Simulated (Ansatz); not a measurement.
Worked example: self-consistent single point of TiSi (P1, 2 atoms in the cell) in Ansatz (an electronic-structure program).

Method: PBEsol, PAW files made with PBE (plane waves; Ansatz).

The change in words: atoms moved at random. Reference geometry:
```yaml
crystal:
  lattice:
    - [3.83428, 0.00000, 0.00000]
    - [0.00000, 1.82350, 2.15938]
    - [0.00000, -1.82350, 2.15938]
  atoms:
    - { symbol: Ti, position: [0.00000, 0.04484, 0.04484] }
    - { symbol: Si, position: [0.50000, 0.55666, 0.55666] }
```

Reference input (self-consistent single point, DFT, PBEsol, plane waves, PAW files made with PBE): basis.ecutwfc = 420 eV; kpoints.mp_grid.grid = 11 16 16; hamiltonian.xc = pbesol; hamiltonian.pseudopotentials = {kind: paw} (the program's default PAW files); scf.occupations.method = fermi_dirac; scf.occupations.width = 0.136 eV. This run's input differs from it in these lines:

Ansatz 0.2 input:
```diff
@@ -7,4 +7,4 @@
   atoms:
-    - { symbol: Ti, position: [0.000000, 0.044840, 0.044840] }
-    - { symbol: Si, position: [0.500000, 0.556660, 0.556660] }
+    - { symbol: Ti, position: [0.008068, 0.042260, 0.049072] }
+    - { symbol: Si, position: [0.491932, 0.559240, 0.552428] }
 basis:
```

The program printed (abridged):

```
SCF iter   1: F=—  HF=-3096.842074 eV  |F-HF|=—  |Δ(HF+E_count)|=         —  Δρ=4.23e-2  dr2=6.32e-1  ethr=3.10e-3  ⟨swp⟩=4.8  Hψ=90313  notcnv=0
all-band conjugate gradients solve this SCF's bands
preconditioner: auto → none
SCF iter   2: F=—  HF=-3096.701660 eV  |F-HF|=—  |Δ(HF+E_count)|=   1.40e-1  Δρ=2.42e-2  dr2=2.80e-1  ethr=3.10e-3  ⟨swp⟩=2.0  Hψ=32479  notcnv=0
SCF iter   3: F=—  HF=-3096.611454 eV  |F-HF|=—  |Δ(HF+E_count)|=   9.02e-2  Δρ=4.00e-3  dr2=1.12e-2  ethr=1.75e-3  ⟨swp⟩=2.0  Hψ=28227  notcnv=0
SCF iter   4: F=—  HF=-3096.608801 eV  |F-HF|=—  |Δ(HF+E_count)|=   2.65e-3  Δρ=6.92e-4  dr2=1.91e-4  ethr=7.00e-5  ⟨swp⟩=1.4  Hψ=26207  notcnv=0
SCF iter   5: F=—  HF=-3096.608800 eV  |F-HF|=—  |Δ(HF+E_count)|=   1.40e-6  Δρ=3.06e-4  dr2=6.53e-5  ethr=1.19e-6  ⟨swp⟩=2.1  Hψ=25902  notcnv=0
SCF iter   6: F=—  HF=-3096.608768 eV  |F-HF|=—  |Δ(HF+E_count)|=   3.12e-5  Δρ=4.83e-5  dr2=6.22e-7  ethr=4.08e-7  ⟨swp⟩=2.0  Hψ=22518  notcnv=0
SCF iter   7: F=-3096.608769 eV  HF=-3096.608769 eV  |F-HF|=2.12e-8  |Δ(HF+E_count)|=   8.17e-7  Δρ=1.05e-5  dr2=2.18e-8  ethr=6.25e-10  ⟨swp⟩=5.1  Hψ=77000  notcnv=0
SCF 1 converged in 7 iterations: F = -3096.608769 eV  dr2 = 2.18e-8
Free energy (F): -3096.608769 eV
Internal energy: -3096.528641 eV  (E = F + TS)
E sigma→0 (E₀):  -3096.568705 eV
Entropy (-TS):   -0.080128 eV (-40.064 meV/atom)
Fermi energy:    12.694167 eV
--- Forces (eV/Å), atoms counted from 1 ---
  atom   1  Ti    -0.43841471     0.14334694     0.02740673
  atom   2  Si     0.43842122    -0.14334444    -0.02740602
--- Stress (GPa, compression-positive) ---
       -7.524817      -0.218089      -0.184119
       -0.218089      -7.050942      -0.008569
       -0.184119      -0.008569      -7.444080
  P = ⅓ Tr σ = -7.3399 GPa (-73.399 kbar)
  The stress holds the Pulay correction. Without it, at fixed plane waves, as pw.x and ABINIT print it: P = -7.3631 GPa
```

The run converged in 7 iterations. Against the reference run the free energy goes up by 7.5 meV/atom, the pressure goes from -7.61 to -7.34 GPa and the largest force goes from 0.031 to 0.462 eV/Å.

The starting cell comes from a database of computed structures (which also holds hypothetical and non-ambient phases and stackings), without a prior relaxation at this level. Its lattice was rescaled by a random factor within 2.5 % of one. For this run, on top of that: atoms moved at random. Spin polarisation is off. With a pressure of about -7 GPa the cell is away from its equilibrium volume at this level. Ansatz's pressure includes its estimate of the finite-basis (Pulay) stress.
